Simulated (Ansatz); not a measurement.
The parent structure is HfC in the rock salt structure (space group Fm-3m, No. 225; a = 4.6071 Å; relaxed with 0.1 eV smearing).

The values are results of Ansatz (a first-principles code) PBEsol, no spin-orbit coupling, not measurements.

Strains are applied to the cell and any free atomic positions relax.

One change was made to it. Results:

The pressure goes from zero to 7.9 GPa; the energy grows by 8.8 meV/atom.

### Question
Which change produced these results?
A) isotropic strain −0.50 %
B) isotropic strain +1.00 %
C) isotropic strain −1.00 %
D) isotropic strain −2.00 %
E) isotropic strain −3.00 %

### Answer
C, isotropic strain −1.00 %. For comparison, the pressure in the other runs: isotropic strain −0.50 % gives 3.8 GPa; isotropic strain +1.00 % gives -7.0 GPa; isotropic strain −2.00 % gives 16.9 GPa; isotropic strain −3.00 % gives 27.1 GPa.

No phonon test of stability was made. All final runs are without spin polarisation.
